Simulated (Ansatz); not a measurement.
The starting structures come from a database of crystals and need not be the phases stable at ambient conditions.

 Where the default PAW files enter, the runs use the earlier of Ansatz's two default sets.

**Evanescent states of Ba4As2O (I4/mmm, not sure to be the ambient phase, 7 atoms a cell, 33.6 Å³ an atom) along the normal of (001)**

Level of theory: r2SCAN (plane waves, PAW; Ansatz, a program for electronic structure).

The gap is the functional's own. No spin-orbit coupling. Mid-gap values are interpolated on the energy grid.

Energies count from the valence-band top; κ is the least over a 6×6 mesh across the current.

| E (eV) | κ (1/Å) | where |
|---|---|---|
| 0.04 | 0.113 | Γ |
| 0.10 | 0.126 | Γ |
| 0.17 | 0.136 | Γ |
| 0.24 | 0.145 | Γ |
| 0.32 | 0.152 | Γ |
| 0.39 | 0.158 | Γ |
| 0.46 | 0.163 | Γ |
| 0.53 | 0.166 | Γ |
| 0.59 | 0.170 | Γ |
| 0.67 | 0.172 | Γ |
| 0.73 | 0.174 | Γ |
| 0.81 | 0.175 | Γ |
| 0.88 | 0.171 | Γ |
| 0.94 | 0.124 | Γ |
| 1.01 | 0.029 | Γ |

### Question
How thick must the barrier be to attenuate the transmission by 10^6 when the electrodes' Fermi level lies at 0.53 eV, and what attenuation does that film give at 0.46 eV?

### Answer
d = 6 ln 10 / (2 × 0.166) = 41.6 Å. At 0.46 eV it gives 6 × 0.163/0.166 = 5.9 decades.
